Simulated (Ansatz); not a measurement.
CdF2: transverse stress against strain

CdF2 (fluorite, Fm-3m, 13.005 Å³/atom and stress up to 0.01 GPa in the relaxed cell, cube axes along x, y and z) under a strain ε along a cube axis (axis z), the other axes held. PBEsol in Ansatz, a plane-wave DFT program (PAW, default set), 420 eV, 11×11×11 Γ-centred mesh, Fermi-Dirac smearing 0.05 eV; ions are relaxed, or left where forces stay under 0.02 eV/Å, within the symmetry of each cell. Stress is positive for a compressed cell.

Here s stands for strain and y for stress xx.

| strain (%) | stress xx (GPa) |
|---|---|
| -3.00 | ? |
| -1.50 | 1.12 |
| -1.00 | 0.73 |
| -0.50 | 0.36 |
| 0.00 | 0.00 |
| 0.50 | -0.35 |
| 1.00 | -0.69 |
| 1.50 | -1.01 |

### Question
Using a straight line, estimate the missing y at s = -3.00 from the other rows, showing the fit.

### Answer
Means: s 0, y 0.023. About the means, the sum of products is -4.9700 and the sum of squares of s is 7.0000; the slope is their ratio. Least squares gives y = 0.023 - 0.7100·s. Residuals (row less fit): 0.032, -0.003, -0.018, -0.023, -0.018, -0.003, 0.032; standard error 0.025 (degrees of freedom: 5). The slope gives the elastic constant C12 = 71.0 ± 1.0 GPa (± standard error of the fit, which holds the terms cut off). At the withheld row, y = 0.023 - 0.7100 × (-3.0) = 2.153 GPa. The calculation gives 2.37 GPa, 0.217 GPa above the prediction (6.4 % of the range of y in the table). The row lies outside the fitted rows, so this is an extrapolation. From the scatter of the fitted rows alone, a prediction at this place has a standard error of 0.040 GPa, so the miss is 5.4 times that.

A polynomial of degree 2 through the 12 other runs of the series gives 2.36 there, so most of the miss is curvature that the fit leaves out. Rows are the converged runs of the series near zero and its far end; series whose fitted rows scatter by over a few per cent of the range, as at a crossing or softening among them, aren't shown in this form, nor equations of state whose B0' disagrees with the runs' pressures. Most that stay on the fit to the last digits aren't either.
